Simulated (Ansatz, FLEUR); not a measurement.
An Ansatz (a first-principles code) input for a self-consistent single point of Cd (P6_3/mmc, 4 atoms in the cell) (DFT, PBE, plane waves, default PAW files):

Ansatz 0.2 input:
```yaml
# Cd
crystal:
  lattice:
    - [3.12493000, 0.00000000, 0.00000000]
    - [-1.56246400, 2.70626800, 0.00000000]
    - [0.00000000, 0.00000000, 10.05448200]
  atoms:
    - { symbol: Cd, position: [0.00000000, 0.00000000, 0.00000000] }
    - { symbol: Cd, position: [0.00000000, 0.00000000, 0.50000000] }
    - { symbol: Cd, position: [0.33333300, 0.66666700, 0.25000000] }
    - { symbol: Cd, position: [0.66666700, 0.33333300, 0.75000000] }
kpoints:
  mp_grid: { grid: [8, 8, 3] }
hamiltonian:
  xc: pbe
  pseudopotentials: { kind: paw }
scf:
  occupations: { method: gaussian, width: 0.0073 Ry }
output:
  forces: true
  eigenvalues: true
  stress: true
```

Question: Give the FLEUR input for the same structure, mesh, smearing and functional.

Answer: This is the input that was run; spellings and numerical settings could be chosen otherwise.

Input of the input generator:

```
scf Cd
&input film=f /
5.9052610239 -0.0000007512 0.0000000000
-2.9526298614 5.1141064383 0.0000000000
0.0000000000 0.0000000000 19.0002173050
1.0
1.0 1.0 1.0

4
48 0.0000000000 0.0000000000 -0.0000000000
48 0.0000000000 0.0000000000 0.5000000000
48 0.3333333333 0.6666666667 0.2500000000
48 0.6666666667 0.3333333333 0.7500000000

&comp jspins=1 /
&kpt div1=8 div2=8 div3=3 gamma=t /
&end /
```

```xml
<?xml version="1.0" encoding="UTF-8" standalone="no"?>
<fleurInput fleurInputVersion="0.39">
   <comment>
      scf Cd                                                                                              
   </comment>
   <calculationSetup>
      <cutoffs Kmax="3.8" Gmax="11.4" GmaxXC="11.4" numbands="0"/>
      <scfLoop itmax="100" minDistance="0.00001" maxIterBroyd="15" imix="Anderson" alpha="0.05" precondParam="0.0" spinf="2.0"/>
      <coreElectrons ctail="T" frcor="F" kcrel="0" coretail_lmax="0"/>
      <xcFunctional name="pbe" relativisticCorrections="F"/>
      <magnetism jspins="1"/>
      <soc l_soc="F" theta="0.0" phi="0.0" spav="F"/>
      <expertModes spex="0" secvar="F"/>
      <geometryOptimization l_f="T" forcealpha="1.0" forcemix="BFGS" epsdisp="0.00001" epsforce="0.00001"/>
      <ldaU l_linMix="F" mixParam="0.05" spinf="1.0"/>
   </calculationSetup>
   <cell>
      <bzIntegration valenceElectrons="72.0" mode="gauss" fermiSmearingEnergy="0.00367493">
         <kPointListSelection listName="default-1"/>
         <!-- k-points included here -->
         <xi:include xmlns:xi="http://www.w3.org/2001/XInclude" href="kpts.xml"> </xi:include>
      </bzIntegration>
      <!-- symmetry operations included here -->
      <xi:include xmlns:xi="http://www.w3.org/2001/XInclude" href="sym.xml"> </xi:include>
      <bulkLattice scale="1.0">
         <bravaisMatrix>
            <row-1>    5.9052610238999996    -0.0000007512000000     0.0000000000000000</row-1>
            <row-2>   -2.9526298614000002     5.1141064383000003     0.0000000000000000</row-2>
            <row-3>    0.0000000000000000     0.0000000000000000    19.0002173049999996</row-3>
         </bravaisMatrix>
      </bulkLattice>
   </cell>
   <atomSpecies>
      <species name="Cadmium (Cd)" element="Cd" atomicNumber="48">
         <mtSphere radius="2.68" gridPoints="925" logIncrement="0.014"/>
         <atomicCutoffs lmax="10" lnonsphr="8"/>
         <electronConfig flipSpins="F">
            <coreConfig>(1s1/2) (2s1/2) (2p1/2) (2p3/2) (3s1/2) (3p1/2) (3p3/2) (4s1/2) (3d3/2) (3d5/2)</coreConfig>
            <valenceConfig>(4p1/2) (4p3/2) (5s1/2) (4d3/2) (4d5/2)</valenceConfig>
         </electronConfig>
         <energyParameters s="5" p="5" d="4" f="4"/>
         <lo type="SCLO" l="1" n="4" eDeriv="0"/>
      </species>
   </atomSpecies>
   <atomGroups>
      <atomGroup species="Cadmium (Cd)">
         <relPos label="                   1">.0000000000 .0000000000 .0000000000</relPos>
         <relPos label="                   2">.0000000000 .0000000000 1.000/2.000</relPos>
         <force calculate="T" relaxXYZ="TTT"/>
      </atomGroup>
      <atomGroup species="Cadmium (Cd)">
         <relPos label="                   3">1.000/3.000 -1.000/3.000 1.000/4.000</relPos>
         <relPos label="                   4">-1.000/3.000 1.000/3.000 -1.000/4.000</relPos>
         <force calculate="T" relaxXYZ="TTT"/>
      </atomGroup>
   </atomGroups>
   <output dos="F" band="F" slice="F">
      <checks vchk="F" cdinf="F"/>
      <bandDOS minEnergy="-.5*Htr" maxEnergy="0.5*Htr" sigma="0.015" storeEVData="T"/>
      <vacuumDOS vacdos="F" integ="F" star="F" nstars="0" locx1="0.0" locy1="0.0" locx2="0.0" locy2="0.0" nstm="0" tworkf="0.0"/>
      <unfoldingBand unfoldBand="F" supercellX="1" supercellY="1" supercellZ="1"/>
      <plotting iplot="0" polar="F">
         <plot TwoD="T" vec1="  1.0  0.0  0.0" vec2="  0.0  1.0  0.0" vec3="  0.0  0.0  1.0" zero="  0.0  0.0  0.0" file="plot"/>
      </plotting>
      <chargeDensitySlicing numkpt="0" minEigenval="0.0" maxEigenval="0.0" nnne="0" pallst="F"/>
      <specialOutput eonly="F"/>
      <magneticCircularDichroism mcd="F" energyLo="-10.0" energyUp="0.0"/>
   </output>
  <!-- We include the file relax.xml here to enable relaxations (see documentation) -->
  <xi:include xmlns:xi="http://www.w3.org/2001/XInclude" href="relax.xml"> <xi:fallback/> </xi:include>
</fleurInput>
```

Basis settings and potentials, where a program has them, do not carry over. This input uses DFT, PBE, all-electron FLAPW (FLEUR), scalar-relativistic valence. The width in Ry is rounded to four decimals.

The starting cell was generated: these elements placed on a structure prototype, without a prior relaxation; it need not be a known phase or ordering of this composition. Its lattice was rescaled by a random factor within 2.5 % of one. For this run, on top of that: lattice scaled by 0.98.
